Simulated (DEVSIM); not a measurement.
Structure: Au/SiO2/p-InP capacitor, at 300 K.

Layer 1 from the left is SiO2, thickness (nm) 4.80. Layer 2 from the left is InP, thickness (nm) 12000, Na (cm⁻³) 2.6e15.

Metal gate on the left, work function 5.1 eV. Fixed charge at the semiconductor interface 0 cm⁻² (in units of +e); interface traps 1e10 cm⁻² eV⁻¹, uniform in energy, neutral level at 0.5 of the gap above the valence band.

The device is made up for the run: typed textbook-type constants, with dimensions and the other settings drawn at random. Values at 300 K.

SiO2: gap (eV) 9, affinity (eV) 0.9, permittivity 3.9. InP: gap (eV) 1.344, affinity (eV) 4.38, permittivity 12.5, Nc (cm⁻³) 5.7e17, Nv (cm⁻³) 1.1e19.

Model (solved in DEVSIM): 1D Poisson equation in equilibrium, Boltzmann statistics, complete ionisation; no quantum confinement or tunnelling. Metal contacts follow the ideal Schottky-Mott rule: no Fermi-level pinning, no interface dipoles.

Question: What does the simulation give for the threshold voltage (band bending 2φF), the flat-band voltage?

Answer: threshold voltage (band bending 2φF) 0.62 V; flat-band voltage -0.41 V.
